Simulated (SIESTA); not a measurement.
Band structure of BN (F-43m, 2 atoms in the cell).

```
CELL_PARAMETERS angstrom
      0.00000     1.79251     1.79251
      1.79251     0.00000     1.79251
      1.79251     1.79251     0.00000
ATOMIC_POSITIONS crystal
  B  0.00000 0.00000 0.00000
  N  0.75000 0.75000 0.75000
```

Level of theory: GGA PBE, numerical atomic orbitals DZP, PseudoDojo PBE standard norm-conserving potentials (rewritten from UPF to PSML) run with SIESTA.

Settings: XC.functional = GGA; XC.authors = PBE; potentials = PseudoDojo PBE standard; PAO.BasisSize = DZP; PAO.EnergyShift = 0.005 Ry; MeshCutoff = 400 Ry; kgrid.MonkhorstPack = 13 13 13; OccupationFunction = FD; ElectronicTemperature = 10 K; MaxSCFIterations = 150; SCF.Mixer.Method = Pulay; SCF.Mixer.Weight = 0.1; SCF.Mixer.History = 8; SCF.DM.Tolerance = 1.0E-04.

The starting cell comes from a database of computed structures (which also holds hypothetical and non-ambient phases and stackings), without a prior relaxation at this level. Its lattice was rescaled by a random factor within 2.5 % of one. Values carry the incompleteness of an atom-centred basis.

Question: Predict the gap along the standard path and the places of the band edges.

Answer: The gap along the path is 4.59 eV, from Γ to X; the smallest direct gap on it is 9.00 eV.

Levels in eV from the top of the valence band on the path, bands 1 to 5:
```
point       1       2      3      4      5
-----  ------  ------  -----  -----  -----
Γ      -20.46    0.00   0.00   0.00   9.00
X      -14.75   -9.09  -5.05  -5.05   4.59
W      -14.40   -7.69  -7.14  -6.69   9.90
K      -14.65   -8.27  -7.87  -4.20   7.14
L      -16.15  -10.93  -2.01  -2.01  10.93
U      -14.65   -8.27  -7.87  -4.20   7.14
```

Higher empty bands are left out: an atom-centred basis made for the valence describes them poorly.
